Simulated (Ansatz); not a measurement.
**CdSe: Se → Ir**

Start from CdSe in the zinc blende structure (space group F-43m, No. 216; a = 6.196 Å).

It is then changed as follows: Ir takes the place of Se on all its sites, then cell and atoms are relaxed.

Computed with PBE (Ansatz, a program for electronic structure), no spin-orbit coupling, earlier PAW set. Γ-centred 13×13×13 mesh, Fermi–Dirac width 0.05 eV, for the changed cell.

The volume per atom shrinks by 2.06 Å³ (29.74 Å³ → 27.68 Å³) and the density increases by 3.794 g/cm³ (5.34 g/cm³ → 9.14 g/cm³). The lattice parameter a decreases by 0.146 Å to 6.050 Å and the space group stays F-43m (No. 216). The shortest interatomic distance decreases by 0.063 Å, from 2.683 Å to 2.620 Å and the band gap becomes zero (base: 0.49 eV).

No phonon test of stability was made. As relaxed here, CdIr is a hypothetical phase, not in the database extracts checked. The final runs are not spin-polarised. An odd electron count without spin: CdIr. CdIr has a high density of states at the Fermi level and may be magnetic at this level.
